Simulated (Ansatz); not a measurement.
Base system: AlN in the wurtzite structure (space group P6_3mc, No. 186; a = 3.0888 Å, c = 4.9433 Å).

Structures relaxed with DFT with LDA, PAW potentials and a 420 eV plane-wave cutoff in Ansatz (a first-principles code), no spin-orbit coupling.

Base:

Simulated powder pattern, Mo Kα, λ = 0.71073 Å (kinematic, ideal powder, no thermal factors, no anomalous dispersion; the 8 strongest lines at most, above 2 %, up to 2θ = 40°):

```tsv
2θ (°)	I/Imax (%)	hkl
15.27	100	(100)
16.53	63	(002)
17.38	96	(101)
22.58	37	(102)
26.61	71	(110)
29.35	64	(103)
31.49	51	(112)
31.95	18	(201)
```

After one change:

Simulated powder pattern, Mo Kα, λ = 0.71073 Å (kinematic, ideal powder, no thermal factors, no anomalous dispersion; the 8 strongest lines at most, above 2 %, up to 2θ = 40°):

```csv
2θ (°),I/Imax (%)
15.80,100
17.33,63
18.04,94
23.54,38
27.55,70
30.67,59
32.73,51
33.13,18
```

### Question
Name the change that was made.
A) pressure 0.9 GPa
B) pressure −2 GPa
C) pressure 4.5 GPa
D) pressure 30 GPa

### Answer
D, pressure 30 GPa. Its volume per atom is 9.10 Å³ against 10.21 Å³, and its space group is P6_3mc (No. 186).

Load acts through the strain it causes; cell and atoms are relaxed under it. No phonon test of stability was made. Measured, AlN leaves this structure (for rock salt) near 14 GPa (temperature not stated; as listed in Datta, Sujoy, Jana, Debnarayan, arXiv (2020)), on rising pressure, with hysteresis.
